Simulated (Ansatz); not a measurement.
The parent structure is Re in the hcp (Mg type) structure (space group P6_3/mmc, No. 194; a = 2.7508 Å, c = 4.4414 Å). Axes: x lies along a and z along c of the hexagonal cell.

Structures relaxed with PBEsol, PAW, 420 eV (Ansatz, a first-principles code; no spin-orbit coupling).

Base:

Simulated powder pattern, Cu Kα1, λ = 1.54056 Å (kinematic, ideal powder, no thermal factors, no anomalous dispersion; the 14 strongest lines at most, above 2 %, up to 2θ = 90°):

```
2θ (°)  I/Imax (%)    hkl
------  ----------  -----
37.73           24  (100)
40.59           26  (002)
43.05          100  (101)
56.61           15  (102)
68.12           18  (110)
75.55           20  (103)
80.58          2.8  (200)
82.41           22  (112)
84.06           15  (201)
87.85          3.2  (004)
```

After one change:

Simulated powder pattern, Cu Kα1, λ = 1.54056 Å (kinematic, ideal powder, no thermal factors, no anomalous dispersion; the 14 strongest lines at most, above 2 %, up to 2θ = 90°):

```
2θ (°)  I/Imax (%)
------  ----------
37.63           24
40.67           26
42.98          100
56.60           15
67.92           18
75.60           20
80.33          2.8
82.27           22
83.82           16
88.05          3.1
```

Q: Which of these changes matches the shifts?
A. isotropic strain +3.79 %
B. uniaxial stress, 8 GPa compression along x
C. uniaxial stress, 1 GPa compression along x
D. biaxial strain +0.26 %, plane normal [001], relaxed out of plane

A: D, biaxial strain +0.26 %, plane normal [001], relaxed out of plane. Its volume per atom is 14.60 Å³ against 14.55 Å³, and its space group is P6_3/mmc (No. 194).

Beyond what the load breaks, stability against distortions was not tested. The final runs are not spin-polarised.
